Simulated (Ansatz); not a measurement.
For GePd₂ (P-62m, No. 189; structure not from a measured cell), LDA in Ansatz (PAW) gives:

| Item | Value |
|---|---|
| equilibrium lattice constant a | 6.638 Å |
| c axis length | 3.381 Å |

Problem. What does r²SCAN-D4 (Ansatz, a quantum-chemistry and plane-wave program, plane waves, PAW) give for the same quantities?

Solution. 
- lattice constant a: 6.681 Å (rises by 0.6 %)
- lattice parameter c: 3.469 Å (goes up by 2.6 %)

Changes are worked out from the printed values.

Unless a cell is named, each level is at its own relaxed cell (LDA 14.34, r²SCAN-D4 14.90 Å³/atom).

Caveats: the relaxation could not lower the start's symmetry, so the cell can be a saddle point above a distorted one (LDA, r²SCAN-D4). Ansatz's density-functional and Hartree–Fock values are scalar-relativistic unless marked +SOC, with PAW data made under PBE.
